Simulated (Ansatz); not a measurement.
The starting structures come from a database of crystals and need not be the phases stable at ambient conditions.

Data:

```xyz
12
Lattice="6.2705 0.0000 0.0000 0.0000 6.6160 0.0000 3.1352 3.3080 7.2868" Properties=species:S:1:pos:R:3 pbc="T T T"
K      3.1352     1.7067     2.5708
K      6.2705     8.2173     4.7160
K      3.1352     5.0146     4.7160
K      6.2705     4.9093     2.5708
Na     1.5676     3.3080     0.0000
Na     4.7029     3.3080     0.0000
Al     4.7029     0.0000     0.0000
Al     4.7029     3.3080     7.2868
P      6.2705     4.6172     5.9647
P      3.1352     5.3067     1.3221
P      6.2705     1.3092     1.3221
P      3.1352     8.6147     5.9647
```

Space group of this cell: Ibam. The cell is taken as given.

Transport runs along the normal of the first two printed cell vectors.

No gap correction and no spin-orbit coupling; mid-gap values are interpolated between computed energies.

Question: Predict the band gap and the smallest decay constant κ at mid-gap from r2SCAN (Ansatz, a quantum-chemistry and plane-wave program).

Answer: Gap 2.09 eV on a 6×6×6 mesh; κ = 0.205 1/Å, at the zone centre.
